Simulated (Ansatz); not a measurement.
Consider the following.

End structure of F on the 1x1 (111) surface of fcc Ir, one in a 2x1 cell, started at the site 'top Ir':

```yaml
crystal:
  lattice:
    - [5.47440, 0.00000, 0.00000]
    - [-1.36860, 2.37048, 0.00000]
    - [0.00000, 0.00000, 26.00000]
  atoms:
    - { symbol: Ir, position: [0.16667, 0.66667, 0.37320] }
    - { symbol: Ir, position: [0.66667, 0.66667, 0.37320] }
    - { symbol: Ir, position: [0.33333, 0.33333, 0.45755] }
    - { symbol: Ir, position: [0.83333, 0.33333, 0.45755] }
    - { symbol: Ir, position: [0.00195, 0.00195, 0.54376] }
    - { symbol: Ir, position: [0.49767, 0.99767, 0.54272] }
    - { symbol: Ir, position: [0.16812, 0.66812, 0.62834] }
    - { symbol: Ir, position: [0.66654, 0.66654, 0.62562] }
    - { symbol: F, position: [0.16831, 0.66831, 0.70252] }
```

Set-up: 9 atoms, 6.6 Å thick at the start under the adsorbate (thin: gaps and levels are the slab's own); mesh 6x12x1; 0.1 eV smearing; dipole correction on; 4 atoms held, the rest relaxed; held to the start's symmetry, so lower structures may exist; no spin, no spin-orbit, no U, no dispersion correction. At the end it is bonded to Ir. In PBE it is, or lies within 0.03 eV of, the lowest of the starts that converged.

A negative adsorption energy means that the adsorbate is more stable on the surface than in its reference.

**Question.** Give the work function of the top face at the level PBE (Ansatz, an electronic-structure program).

**Answer.** 7.59 eV

**Question.** Give the adsorption energy against ½ F2(g) at the level PBE.

**Answer.** -50.4 kcal/mol

**Question.** Predict the change of the step from the bottom to the top vacuum level, against the clean slab from PBE.

**Answer.** 2.05 eV

**Question.** Predict the change of the work function from PBE.

**Answer.** 2.10 eV
